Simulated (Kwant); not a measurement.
Device: six-terminal Hall bar in a ZnO two-dimensional gas. Effective mass 0.3 mₑ, grid spacing 7.7 nm, hard walls, nominal width 200 nm (25 grid rows, so walls 200.2 nm apart), one parabolic valley, scattering region 520 nm long along x; energies count from the band bottom; Fermi energy 0.00091 eV. Four side probes 100 nm wide, two on each edge; current runs along x; the sign of the Hall resistance is a convention. Perpendicular field swept from 0.19651 to 4.0089 T, also in the leads; orbital effect alone.

The device is made up for the run: typed textbook-type constants, with dimensions and the other settings drawn at random.

Kwant, effective-mass tight-binding model on a square grid, one spin, coherent transport at 0 K. Resistances are in h/e².

### Question
How many Landau levels lie under the Fermi energy, and what Hall resistance follows, at 0.910 meV and 0.390 T; 0.910 meV and 1.04 T; 0.910 meV and 2.33 T; 0.910 meV and 2.65 T?

### Answer
ħωc = ħeB/m = 0.386 meV a tesla; levels lie at (n + ½)ħωc. E/ħωc = 6.04 gives 6 levels and h/(6e²) = 0.167; simulated 0.179, off the plateau. E/ħωc = 2.28 gives 2 levels and h/(2e²) = 0.500; simulated 0.500. E/ħωc = 1.01 gives 1 level and h/(1e²) = 1.000; simulated 1.000. E/ħωc = 0.89 gives 1 level and h/(1e²) = 1.000; simulated 1.000. The count is that of a wide sample; where the walls of bar or probes squeeze the orbits, it misses.
